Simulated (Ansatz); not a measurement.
The starting structures come from a database of crystals and need not be the phases stable at ambient conditions.

 Where the default PAW files enter, the runs use the earlier of Ansatz's two default sets.

Consider the following.

```
CELL_PARAMETERS angstrom
      3.08864     0.00000     0.00000
     -1.54432     2.67484     0.00000
      1.54432    -0.89161     2.59752
ATOMIC_POSITIONS crystal
  Al 0.00000 0.00000 0.00000
  N  0.75000 0.25000 0.75000
```

Space group of this cell: R3m. The cell is strained (lengths along the current scaled by 1.03, ions clamped); by r2SCAN its mean pressure is -5.5 GPa.

Transport runs along the normal of the first two printed cell vectors, the (111) (indices of the unstrained crystal) plane of the conventional cell.

No gap correction and no spin-orbit coupling; mid-gap values are interpolated between computed energies.

Task: Estimate the band gap and the smallest decay constant κ at mid-gap that r2SCAN run with Ansatz (a quantum-chemistry and plane-wave program) returns for this system.

Result: Gap 3.85 eV on a 12×12×12 mesh; κ = 0.266 1/Å, at the zone centre.
